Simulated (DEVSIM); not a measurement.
Device: abrupt Si n-p junction, at 350 K.

| layer (left to right) | material | thickness (μm) | Nd (cm⁻³) | Na (cm⁻³) | τn (s) | τp (s) |
|---|---|---|---|---|---|---|
| 1 | Si | 9.10 | 5.4e16 | - | 1e-6 | 1e-6 |
| 2 | Si | 50.0 | - | 8.9e15 | 1e-6 | 1e-6 |

Left contact: ohmic. Right contact: ohmic. Voltage is applied to the left contact. Recombination: SRH at mid-gap. Mobility is μmin + (μ − μmin)/(1 + (N/Nref)^α).

This is a model device: material constants are rounded textbook-type values typed into the input, and sizes, dopings and lifetimes were drawn at random. Values at 300 K; Nc and Nv go as T^1.5, mobilities as T to minus their exponent, the gap by Varshni's rule with the affinity fixed.

```tsv
parameter	Si
gap (eV)	1.124
affinity (eV)	4.05
permittivity	11.7
Nc (cm⁻³)	2.86e19
Nv (cm⁻³)	3.1e19
μn (cm²/Vs)	1417
μp (cm²/Vs)	470
μn,min	52
μp,min	45
Nref,n	9.7e16
Nref,p	2.2e17
αn	0.68
αp	0.72
T exponent of μn	2.3
T exponent of μp	2.2
Varshni α (eV/K)	0.000473
Varshni β (K)	636
```

DEVSIM, 1D drift-diffusion, Boltzmann statistics, complete ionisation; no tunnelling, impact ionisation, image-force lowering or self-heating.

The temperature was swept, all else fixed.

```
temperature (K)  potential step across the device at zero bias (V)  dark forward voltage at 100 A/cm² (V)  dark forward voltage at 1 A/cm² (V)  largest field in the device at zero bias (V/cm)
---------------  -------------------------------------------------  -------------------------------------  -----------------------------------  -----------------------------------------------
250                                                          0.837                                  0.916                                0.740                                            43000
300                                                          0.751                                  0.868                                0.641                                            41000
350                                                          0.662                                  0.824                                0.539                                            38000
400                                                          0.569                                  0.784                                0.434                                            35000
450                                                          0.475                                  0.747                                0.329                                            32000
500                                                          0.378                                  0.714                                0.222                                            28000
```

From the first row to the last the potential step across the device at zero bias goes from 0.837 to 0.378. From the first row to the last the dark forward voltage at 100 A/cm² goes from 0.916 to 0.714.
